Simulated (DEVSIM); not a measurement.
Structure: GaP/Si n-p heterojunction, at 400 K.

| layer (left to right) | material | thickness (μm) | Nd (cm⁻³) | Na (cm⁻³) | τn (s) | τp (s) |
|---|---|---|---|---|---|---|
| 1 | GaP | 1.20 | 4.6e16 | - | 1.2e-6 | 1.2e-6 |
| 2 | Si | 0.210 | - | 1.4e18 | 1.2e-6 | 1.2e-6 |

Left contact: ohmic. Right contact: ohmic. Voltage is applied to the left contact. Recombination: SRH at mid-gap, radiative. Mobility is μmin + (μ − μmin)/(1 + (N/Nref)^α).

Constants are typed, rounded textbook-type inputs, not results; the design itself was drawn at random and stands for no fabricated device. Values at 300 K; Nc and Nv go as T^1.5, mobilities as T to minus their exponent, the gap by Varshni's rule with the affinity fixed. The table also holds parameters that only a changed run uses.

```tsv
parameter	GaP	Si
gap (eV)	2.26	1.124
affinity (eV)	3.8	4.05
permittivity	11.1	11.7
Nc (cm⁻³)	1.8e19	2.86e19
Nv (cm⁻³)	1.9e19	3.1e19
μn (cm²/Vs)	250	1417
μp (cm²/Vs)	150	470
μn,min	10	52
μp,min	10	45
Nref,n	4.4e18	9.7e16
Nref,p	1e18	2.2e17
αn	0.8	0.68
αp	0.85	0.72
T exponent of μn	1.6	2.3
T exponent of μp	1.98	2.2
B (cm³/s)	1e-13	4.7e-15
Cn (cm⁶/s)	1e-30	2.8e-31
Cp (cm⁶/s)	1e-30	9.9e-32
Varshni α (eV/K)	0.00058	0.000473
Varshni β (K)	372	636
```

Model (solved in DEVSIM): 1D drift-diffusion, Boltzmann statistics, complete ionisation; no tunnelling, impact ionisation, image-force lowering or self-heating. Band offsets follow the typed affinities; no thermionic-emission limit at abrupt steps, no polarisation charge.

Base results: potential step across the device at zero bias (V) 1.004; largest field in the device at zero bias (V/cm) 120000; dark forward voltage at 1 A/cm² (V) 0.586; dark forward voltage at 100 A/cm² (V) 0.779.

What follows from this one change: doping Na of layer 2 1.4e+18 → 1.4e+19 cm^-3?

potential step across the device at zero bias 1.004 → 1.084 V; largest field in the device at zero bias little changed (120000 V/cm); dark forward voltage at 1 A/cm² 0.586 → 0.688 V; dark forward voltage at 100 A/cm² 0.779 → 0.874 V.

What follows from this one change: doping Nd of layer 1 4.6e+16 → 1.4e+15 cm^-3?

potential step across the device at zero bias 1.004 → 0.884 V; largest field in the device at zero bias 120000 → 20000 V/cm; dark forward voltage at 1 A/cm² 0.586 → 0.692 V; dark forward voltage at 100 A/cm² 0.779 → 1.206 V.

What follows from this one change: temperature 400 → 300 K?

potential step across the device at zero bias 1.004 → 1.140 V; largest field in the device at zero bias 120000 → 130000 V/cm; dark forward voltage at 1 A/cm² 0.586 → 0.816 V; dark forward voltage at 100 A/cm² 0.779 → 0.959 V.

What follows from this one change: thickness of layer 1 1.2 → 0.72 μm?

potential step across the device at zero bias little changed (1.004 V); largest field in the device at zero bias little changed (120000 V/cm); dark forward voltage at 1 A/cm² little changed (0.586 V); dark forward voltage at 100 A/cm² 0.779 → 0.775 V.
